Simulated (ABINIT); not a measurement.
A self-consistent single point of InAsF6 (P1, 8 atoms in the cell) with ABINIT.

Method: PBEsol, norm-conserving pseudopotentials (PseudoDojo nc-sr-04 PBEsol standard) (plane waves; ABINIT).

```
InAsF6
1.0
    3.81934     2.20510     2.61994
   -3.81934     2.20510     2.61994
    0.00000    -4.41019     2.61994
In As F
1 1 6
Direct
  0.00060   0.99774   0.00054
  0.49785   0.49884   0.50276
  0.29755   0.57855   0.22703
  0.70477   0.42076   0.77695
  0.21661   0.30106   0.57623
  0.78043   0.70410   0.42028
  0.58235   0.22436   0.29503
  0.41984   0.77460   0.70117
```

Reference input (self-consistent single point, DFT, LDA (PW92), plane waves, norm-conserving pseudopotentials (PseudoDojo nc-sr-04 LDA standard)): pseudos = [In.upf, As.upf, F.upf]; ecut = 42 Ha; occopt = 3; tsmear = 0.00073499 Ha; ngkpt = 3 3 3; nshiftk = 1; shiftk = 0 0 0; potentials = PseudoDojo nc-sr-04 LDA standard; nband = 45; kptopt = 1; nstep = 100; toldfe = 1e-09 Ha. This run's input differs from it in these lines:

```diff
@@ -1,2 +1,2 @@
-# InAsF6, PseudoDojo nc-sr-04 LDA standard
+# InAsF6, PseudoDojo nc-sr-04 PBEsol standard
 pp_dirpath "./"
```

Its files differ too (potentials: PseudoDojo nc-sr-04 LDA standard → PseudoDojo nc-sr-04 PBEsol standard).

Output (repeated stretches shortened):

```
--- !BeginCycle
solver: {iscf: 7, nstep: 100, nline: 4, wfoptalg: 0, }
tolerances: {toldfe: 1.00E-09, }
...

     iter   Etot(hartree)      deltaE(h)  residm     vres2
 ETOT  1  -316.40060490121    -3.164E+02 8.596E-01 9.112E+02
 ETOT  2  -319.65100603487    -3.250E+00 4.439E-02 2.102E+02
 ETOT  3  -319.67357367974    -2.257E-02 5.933E-02 3.761E+01
 ETOT  4  -319.67517811938    -1.604E-03 1.167E-02 1.446E+01
 ETOT  5  -319.67694031951    -1.762E-03 2.452E-03 1.168E+00
   [... 4 lines left out ...]
 ETOT 10  -319.67713792505    -3.374E-07 6.030E-04 1.364E-04
 ETOT 11  -319.67713793230    -7.245E-09 7.803E-04 8.473E-06
 ETOT 12  -319.67713793292    -6.250E-10 6.168E-04 1.941E-06
 ETOT 13  -319.67713793317    -2.476E-10 7.489E-04 5.368E-07
 At SCF step   13, etot is converged :
  for the second time, diff in etot=  2.476E-10 < toldfe=  1.000E-09

 Cartesian components of stress tensor (hartree/bohr^3)
  sigma(1 1)=  9.40721757E-05  sigma(3 2)=  1.86351534E-05
  sigma(2 2)=  1.03929217E-04  sigma(3 1)=  1.11767450E-05
  sigma(3 3)=  1.47233023E-04  sigma(2 1)=  2.17683588E-05

 ----iterations are completed or convergence reached----

 reduced coordinates (array xred) for    8 atoms
       0.000599000000      0.997740000000      0.000544000000
       0.497852000000      0.498838000000      0.502762000000
       0.297553000000      0.578547000000      0.227031000000
       0.704770000000      0.420758000000      0.776953000000
       0.216606000000      0.301064000000      0.576234000000
       0.780428000000      0.704097000000      0.420275000000
   [... lines left out ...]
 Fermi (or HOMO) energy (hartree) =   0.00868   Average Vxc (hartree)=  -0.32754
   [... lines left out ...]
total_energy        : -3.19677137933168E+02
total_energy_eV     : -8.69885731156560E+03
band_energy         : -3.43545421803604E+01
...

-Cartesian components of stress tensor (GPa)         [Pressure= -3.3857E+00 GPa]
- sigma(1 1)=  2.76769850E+00  sigma(3 2)=  5.48265051E-01
- sigma(2 2)=  3.05770263E+00  sigma(3 1)=  3.28831135E-01
- sigma(3 3)=  4.33174437E+00  sigma(2 1)=  6.40447120E-01

 Calculation completed.
```

The run converged in 13 iterations. Against the reference run the pressure goes from -6.57 to -3.39 GPa, the largest force goes from 1.275 to 1.003 eV/Å and the gap on the mesh goes from 3.524 to 3.587 eV.

The starting cell comes from a database of computed structures (which also holds hypothetical and non-ambient phases and stackings), without a prior relaxation at this level. Its atoms were displaced at random from the sites of space group no. 148. With a pressure of about -3 GPa the cell is away from its equilibrium volume at this level. Forces in this geometry exceed 1 eV/Å.

Cost on one core of a shared machine: roughly 6 min.
